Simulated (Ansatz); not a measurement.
Defect migration in wurtzite AlN: N vacancy, charge state +1. The step: one N atom jumps into the vacancy from a nearby N site; the atom moves 3.12 Å along (0.00, 1.00, 0.00) of the unit cell; the moving atom starts with neighbours Al at 1.88, Al at 1.90, 2 Al at 1.92 Å and ends with Al at 1.88, Al at 1.90, 2 Al at 1.92 Å. A PBE band in Ansatz (plane-wave PAW, the Γ point alone, 72 host sites, 22 SCF runs with any check of the saddle's order, static, no finite-size correction) gives a forward barrier of 3.86 eV. The saddle point's order was not checked, and it lies on a symmetry element of the cell, where a band can be held. The charge state is imposed; whether it is stable for some Fermi level was not computed. Forms of the defect that were not tried may lie lower.

Single points at the band's start and saddle point can refine it. Rough cost of one point, in units of the band's mean SCF on the same machine:

| Level | Cost of one point |
|---|---|
| PBE, a 2×2×2 k-point mesh shifted by half a step along c | about 6 |
| r2SCAN at 500 eV, the Γ point alone | about 4 |

Question: Which of these move the barrier by more than 0.1 eV, and how far does each move it?

Answer: PBE, a 2×2×2 k-point mesh shifted by half a step along c: +0.47 eV; r2SCAN at 500 eV, the Γ point alone: +0.46 eV. Each functional is compared with PBE at the same k-points.

Ansatz is a program for electronic structure.
